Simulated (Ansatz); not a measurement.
## Equilibrium lattice constant a of MoPt (model structure, Fm-3m, No. 225) at several levels of theory

No measured value is used here.

```csv
level (code),value (Å)
LDA (Ansatz),5.150
PBE (Ansatz),5.245
PBEsol (Ansatz),…
r²SCAN (Ansatz),5.217
```

### Question
Some entries are withheld; supply them.

### Answer

- PBEsol (Ansatz, an electronic-structure program), value (Å): 5.182

Density-functional levels without +SOC have no spin–orbit coupling. LDA, PBE, PBEsol, r²SCAN: the run has no spin polarisation, so it can have missed a magnetic state. Cutoffs differ between the levels. Ansatz's density-functional and Hartree–Fock values are scalar-relativistic unless marked +SOC, with PAW data made under PBE.

A model structure was made by putting elements into a prototype or built by hand; it is no filed structure, need not be a known phase, and can be a saddle point held by its symmetry.
